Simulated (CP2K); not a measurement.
CP2K run on Sc (P6_3/mmc, 4 atoms in the cell): self-consistent single point.

Level of theory: PBE, GPW, DZVP-MOLOPT-SR-GTH basis, GTH-PBE potentials (GTH_POTENTIALS) (CP2K 2026.2).

The change in words: lattice scaled by 0.98. Reference geometry:
```yaml
crystal:
  lattice:
    - [3.22198, 0.00000, 0.00000]
    - [-1.61099, 2.79031, 0.00000]
    - [0.00000, 0.00000, 10.36672]
  atoms:
    - { symbol: Sc, position: [0.00000, 0.00000, 0.00000] }
    - { symbol: Sc, position: [0.00000, 0.00000, 0.50000] }
    - { symbol: Sc, position: [0.33333, 0.66667, 0.25000] }
    - { symbol: Sc, position: [0.66667, 0.33333, 0.75000] }
```

Reference input (self-consistent single point, DFT PBE, GPW, DZVP-MOLOPT-SR-GTH basis, GTH-PBE potentials (GTH_POTENTIALS)): CUTOFF = 600 Ry; REL_CUTOFF = 50 Ry; SMEAR/METHOD = FERMI_DIRAC; ELECTRONIC_TEMPERATURE = 1160.45 K; KPOINTS/SCHEME = MONKHORST-PACK 8 8 3; GAMMA_CENTERED = T; XC_FUNCTIONAL = PBE; Sc/BASIS_SET = DZVP-MOLOPT-SR-GTH; Sc/POTENTIAL = GTH-PBE-q11; METHOD = GPW; EPS_DEFAULT = 1e-11; NGRIDS = 5. This run's input differs from it in these lines:

```diff
@@ -63,5 +63,5 @@
     &CELL
-      A 3.22197500 0.00000000 0.00000000
-      B -1.61098700 2.79031100 0.00000000
-      C 0.00000000 0.00000000 10.36672300
+      A 3.15753600 0.00000000 0.00000000
+      B -1.57876700 2.73450500 0.00000000
+      C 0.00000000 0.00000000 10.15938900
       PERIODIC XYZ
```

Log, with long lists cut:

```
 SCF WAVEFUNCTION OPTIMIZATION

  Step     Update method      Time    Convergence         Total energy    Change
     1 NoMix/Diag. 0.20E+00      -     1.60287971      -188.1092293383 -1.88E+02
     2 Broy./Diag. 0.20E+00      -     0.00704179      -187.3192364850  7.90E-01
     3 Broy./Diag. 0.20E+00      -     0.01496495      -186.8752890059  4.44E-01
     4 Broy./Diag. 0.20E+00      -     0.00381464      -186.5895625380  2.86E-01
     5 Broy./Diag. 0.20E+00      -     0.00271631      -186.6579820059 -6.84E-02
     6 Broy./Diag. 0.20E+00      -     0.00019016      -186.6732790897 -1.53E-02
   [... 3 lines left out ...]
    10 Broy./Diag. 0.20E+00      -     0.00001088      -186.6736051483 -5.86E-05
    11 Broy./Diag. 0.20E+00      -     0.00000553      -186.6736290262 -2.39E-05
    12 Broy./Diag. 0.20E+00      -     0.00000116      -186.6736283293  6.97E-07
    13 Broy./Diag. 0.20E+00      -     0.00000081      -186.6736252685  3.06E-06
  *** SCF run converged in    13 steps ***

  Overlap energy of the core charge distribution:               0.00000000000000
  Self energy of the core charge distribution:               -354.63345251573259
  Core Hamiltonian energy:                                     87.18244644117530
  Hartree energy:                                             105.52555509634270
  Exchange-correlation energy:                                -24.74025963676005
  Electronic entropic energy:                                  -0.00791465410337
  Fermi energy:                                                 0.32593455904789

  Total energy:                                              -186.67362526847106
  Total energy (extrapolated to T->0):                       -186.66966794141936

   [... lines left out ...]

 STRESS| Analytical stress tensor [bar]
 STRESS|                        x                   y                   z
 STRESS|      x        7.97427648016E+04  -6.99213998462E-01   1.12569309180E-06
 STRESS|      y       -6.99213998462E-01   7.97424414310E+04   6.20677166418E-04
 STRESS|      z        1.12569309180E-06   6.20677166418E-04   7.42108442594E+04
 STRESS| 1/3 Trace                                             7.78986834974E+04
```

The run converged in 13 iterations. Against the reference run the free energy goes up by 48.2 meV/atom and the pressure goes from 3.63 to 7.79 GPa.

The starting cell was generated: these elements placed on a structure prototype, without a prior relaxation; it need not be a known phase or ordering of this composition. Its lattice was rescaled by a random factor within 2.5 % of one. For this run, on top of that: lattice scaled by 0.98. Values carry the incompleteness of an atom-centred basis. With a pressure of about 8 GPa the cell is away from its equilibrium volume at this level.

Cost on one core of a shared machine: roughly 3 min.
